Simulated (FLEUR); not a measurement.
Worked example: self-consistent single point of Be (P6_3/mmc, 4 atoms in the cell) in FLEUR.

Method: LDA (Perdew-Zunger), all-electron FLAPW (FLEUR), scalar-relativistic valence.

```
Be
1.0
    2.26275     0.00000     0.00000
   -1.13138     1.95960     0.00000
    0.00000     0.00000     7.28041
Be
4
Direct
  0.00000   0.00000   0.00000
  0.00000   0.00000   0.50000
  0.33333   0.66667   0.25000
  0.66667   0.33333   0.75000
```

Reference input (self-consistent single point, DFT, PBE, all-electron FLAPW (FLEUR), scalar-relativistic valence): Kmax = 4.1 1/bohr; GmaxXC = 14.3 1/bohr; xcFunctional = pbe; jspins = 1; l_soc = F; mode = gauss; fermiSmearingEnergy = 0.00734986 Htr; mesh (inpgen div1-3) = 22 22 6; inpgen gamma flag = true; Gmax = 14.3 1/bohr; numbands = 0; maxIterBroyd = 25. This run's input differs from it in these lines:

```diff
@@ -16,2 +16,3 @@
 &comp jspins=1 /
+&exco xctyp='pz' /
 &kpt div1=22 div2=22 div3=6 gamma=t /
@@ -28,3 +29,3 @@
       <coreElectrons ctail="T" frcor="F" kcrel="0" coretail_lmax="0"/>
-      <xcFunctional name="pbe" relativisticCorrections="F"/>
+      <xcFunctional name="pz" relativisticCorrections="F"/>
       <magnetism jspins="1"/>
```

Output (repeated stretches shortened):

```
 Iteration:     1   Distance:       8.60723834 me/bohr^3
 Iteration:     2   Distance:       8.11133729 me/bohr^3
 Iteration:     3   Distance:       0.26314973 me/bohr^3
 Iteration:     4   Distance:       0.07212712 me/bohr^3
 Iteration:     5   Distance:       0.06885516 me/bohr^3
 Iteration:     6   Distance:       0.00660079 me/bohr^3
 Iteration:     7   Distance:       0.00032114 me/bohr^3
 Iteration:     8   Distance:       0.00022234 me/bohr^3
 Iteration:     9   Distance:       0.00000654 me/bohr^3
 Run finished successfully
 Stop message:
   Structural relaxation: Done

[file out, last iteration]
             iter=     10
[...]
          total density-effective poten   -8.3793813426E+01
          total charge density-energy d   -1.0912077370E+01
 Updated energy parameters for spin:           1
[...]
 fermi energy and band-weighting factors:

[...]
FERMIE:
          first approx. to ef    (T=0)  :   0.274083 htr   (energy of the highest occ. eigenvalue)
          number of occ. states  (T=0)  :        834
          first approx. to seigv (T=0)  :   0.678723 htr
          sum of weights of occ. states :   4.000000
          sum of semicore charge        :   0.000000 e
          fermi energy=   0.27366 har   work function=  -7.44655 ev
          number of valence electrons=   8.00000
     band-weighting factor for spin=    1
   [... lines left out ...]
          total moment                 =     0.00000
 Direct bandgap for spin            1 :    1.3032692646696931E-002  Htr
 ---->    free energy=                       -58.4114197925 htr
   [... lines left out ...]
      extrapolation for T->0
 ---->    total electron energy=             -58.4114197925 htr
 ***** TOTAL FORCES ON ATOMS *****
 TOTAL FORCE FOR ATOM TYPE=  1  X=  0.000   Y=  0.000   Z=  0.000
                       FX_TOT= 0.000000 FY_TOT= 0.000000 FZ_TOT= 0.000000
 TOTAL FORCE FOR ATOM TYPE=  2  X=  2.138   Y= -1.234   Z=  3.439
                       FX_TOT= 0.000000 FY_TOT= 0.000000 FZ_TOT= 0.000000
 Structural relaxation: Done
```

The run converged in 9 iterations. FLEUR gives forces in its relaxation mode, with a further iteration, so its stop message speaks of a relaxation. 

The starting cell was generated: these elements placed on a structure prototype, without a prior relaxation; it need not be a known phase or ordering of this composition. Its lattice was rescaled by a random factor within 2.5 % of one. Values depend on the basis (sphere radii, cutoffs, local orbitals), which need not be converged. The log's line on a gap gives a spacing of levels on this mesh, which the program prints for metals too.

Cost on one core of a shared machine: roughly 90 s.
